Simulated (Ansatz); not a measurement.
The starting structures come from a database of crystals and need not be the phases stable at ambient conditions.

Inside the gap of an insulator the Bloch states are evanescent, with a wavenumber k + iκ along the transport direction.

Given:

```
LaF3
1.0
    7.16464     0.00000     0.00000
    0.00000     7.33134     0.00000
    3.58232     0.00000     6.20476
La F
6 18
Direct
  0.32659   0.74785   0.00000
  0.00000   0.24785   0.32659
  0.67341   0.74785   0.32659
  0.67341   0.24785   0.00000
  0.00000   0.74785   0.67341
  0.32659   0.24785   0.67341
  0.33333   0.29434   0.33333
  0.66667   0.79434   0.66667
  0.66667   0.29434   0.66667
  0.33333   0.79434   0.33333
  0.00000   0.67594   0.00000
  0.00000   0.17594   0.00000
  0.27993   0.41662   0.00000
  0.00000   0.91662   0.27993
  0.72007   0.41662   0.27993
  0.72007   0.91662   0.00000
  0.00000   0.41662   0.72007
  0.27993   0.91662   0.72007
  0.37568   0.07918   0.00000
  0.00000   0.57918   0.37568
  0.62432   0.07918   0.37568
  0.62432   0.57918   0.00000
  0.00000   0.07918   0.62432
  0.37568   0.57918   0.62432
```

Space group of this cell: P6_3cm. The cell is taken as given; by r2SCAN its mean pressure is 0.8 GPa.

Transport runs along the normal of the first two printed cell vectors, the (100) plane of the conventional cell.

No gap correction and no spin-orbit coupling; mid-gap values are interpolated between computed energies.

### Question
Predict the band gap and the smallest decay constant κ at mid-gap from r2SCAN run with Ansatz (a first-principles code).

### Answer
Gap 7.09 eV on a 6×4×6 mesh; κ = 0.571 1/Å, at the zone centre.
